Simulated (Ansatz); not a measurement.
**Hypothetical I-43d Si3P4: pressure 1.5 GPa**

Take Si₃P₄ (space group I-43d, No. 220; a = 7.9558 Å; a hypothetical phase, not in the database extracts checked) as the base.

The change: a hydrostatic pressure of 1.5 GPa.

The values are results of Ansatz (a quantum-chemistry and plane-wave program) PBEsol, no spin-orbit coupling, not measurements. Γ-centred 7×7×7 mesh, Fermi–Dirac width 0.05 eV.

| quantity | base | changed | shift |
|---|---|---|---|
| volume per atom | 17.98 Å³ | 17.56 Å³ | -0.42 Å³ |
| lattice parameter a | 7.956 Å | 7.893 Å | -0.063 Å |
| shortest interatomic distance | 2.265 Å | 2.258 Å | -0.007 Å |
| enthalpy H = E + PV relative to the base's energy | – | +0.17 eV/atom | – |
| band gap | zero | zero | – |

Final structure:

```
Si3P4
1.0
   -3.94662     3.94662     3.94662
    3.94662    -3.94662     3.94662
    3.94662     3.94662    -3.94662
Si P
6 8
Direct
  0.25000   0.62500   0.37500
  0.75000   0.87500   0.12500
  0.37500   0.25000   0.62500
  0.12500   0.75000   0.87500
  0.62500   0.37500   0.25000
  0.87500   0.12500   0.75000
  0.02562   0.02562   0.02562
  0.50000   0.00000   0.47438
  0.00000   0.47438   0.50000
  0.47438   0.50000   0.00000
  0.52562   0.52562   0.52562
  0.50000   0.00000   0.97438
  0.97438   0.50000   0.00000
  0.00000   0.97438   0.50000
```

Load acts through the strain it causes; cell and atoms are relaxed under it. Stability against distortions was not tested. The final runs are not spin-polarised.
